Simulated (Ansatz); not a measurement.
Consider Ca in the fcc (Cu type) structure (space group Fm-3m, No. 225; relaxed with 0.1 eV smearing).

```
CELL_PARAMETERS angstrom
      0.00000     2.72790     2.72790
      2.72790     0.00000     2.72790
      2.72790     2.72790     0.00000
ATOMIC_POSITIONS crystal
  Ca 0.00000 0.00000 0.00000
```

Cartesian axes are those of the cell as printed.

Method: PBEsol (Ansatz, a quantum-chemistry and plane-wave program, PAW, spin-orbit coupling left out).

For the base:

| Quantity | Result |
|---|---|
| Volume per atom | 40.60 Å³ |

Now apply this change: tensile biaxial strain of 0.42 % in the plane normal to [111], as in epitaxy on a mismatched substrate; the out-of-plane cell vector and the atoms relax.

What happens to the energy relative to the base?

The energy hardly moves.

What does the calculation give for the volume per atom after the change?

The volume per atom increases by 0.285 Å³, from 40.60 Å³ to 40.88 Å³.

No phonon test of stability was made.
